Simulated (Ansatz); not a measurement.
## TlBr (Fm-3m, No. 225, 2 atoms in the cell; start mp-568560; metastable phase)

These are LDA (PAW; Ansatz, a first-principles code) values and carry that method's errors.

Numerical settings: plane-wave cutoff 500 eV, 10×10×10 k mesh, gaussian smearing 0.02 eV, scalar-relativistic PAW data made under PBE.

Cell (relaxed at this level):

```
CELL_PARAMETERS angstrom
      0.00000     3.21033     3.21033
      3.21033     0.00000     3.21033
      3.21033     3.21033     0.00000
ATOMIC_POSITIONS crystal
  Tl 0.00000 0.00000 0.00000
  Br 0.50000 0.50000 0.50000
```

- band gap: 1.49 eV (on the SCF k mesh)

Note: the relaxation could not lower the start's symmetry, so the cell can be a saddle point above a distorted one.

Spin–orbit coupling is not included; with these elements it can move the gap by several tenths of an eV or more.

Computing time: around 20 core-seconds (rough).

A start named mp-… is a Materials Project structure, which need not be a measured phase.
